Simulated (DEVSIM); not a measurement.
Device: Pt/HfO2/p-In0.53Ga0.47As capacitor, at 300 K.

Layer 1 from the left is HfO2, thickness (nm) 5.40. Layer 2 from the left is In0.53Ga0.47As, thickness (nm) 5400, Na (cm⁻³) 1.1e16.

Metal gate on the left, work function 5.6 eV. Fixed charge at the semiconductor interface 1.6e11 cm⁻² (in units of +e); no interface traps.

The device is made up for the run: typed textbook-type constants, with dimensions and the other settings drawn at random. Values at 300 K.

HfO2: gap (eV) 5.7, affinity (eV) 2.5, permittivity 22. In0.53Ga0.47As: gap (eV) 0.74, affinity (eV) 4.51, permittivity 13.9, Nc (cm⁻³) 2.1e17, Nv (cm⁻³) 7.7e18.

Q: Estimate by hand the flat-band voltage, the threshold voltage, and compare with a numerical solution.

A: 
- Flat-band voltage: C = 3.61 μF/cm², work-function difference 0.519 V; VFB = φms − qNf/C = 0.51 V; numerical 0.51 V.
- Threshold voltage: φF = 0.247 V, depletion charge √(4εqNφF) = 4.63e-8 C/cm²; VT = VFB + 2φF + Qd/C = 1.02 V; numerical 1.02 V.

DEVSIM, 1D Poisson equation in equilibrium, Boltzmann statistics, complete ionisation; no quantum confinement or tunnelling. Metal contacts follow the ideal Schottky-Mott rule: no Fermi-level pinning, no interface dipoles.
